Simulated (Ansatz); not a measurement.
# H2O on the 1x1 (110) surface of 3C silicon carbide (cut with top plane C + Si), one in a 2x2 cell, started at the site 'over Si at depth 1.5 Å'

Host crystal: 3C silicon carbide, with a band gap (PBE, scalar-relativistic without spin-orbit coupling).

Calculation: HSE06, at the PBE geometry (plane waves to 420 eV, PAW; Ansatz, a first-principles code).

Model: 51-atom slab, 7.7 Å thick at the start under the adsorbate (thin: gaps and levels are the slab's own), 3x2x1 mesh, Fermi-Dirac 0.01 eV, dipole correction, single point; no symmetry held, on the structure that PBE left; no spin, no spin-orbit, no U, no dispersion correction. At the end it is bonded to C + Si. In PBE it is, or lies within 0.03 eV of, the lowest of the starts that converged; the order may differ at this level.

```yaml
energy of the end state, in which the adsorbate came apart, against H2O(g) at the same level: -2.95 eV
change_of_the_step_from_the_bottom_to_the_top_vacuum_level_against_the_clean_slab: -0.66 eV
height of the binding atom over the mean of the host atoms within 0.3 Å of the top one: 1.477 Å
note: in the relaxation the adsorbate left its starting site by 2.0 Å
cost: around 40 core-minutes (rough)
```

A negative adsorption energy means that the adsorbate is more stable on the surface than in its reference.
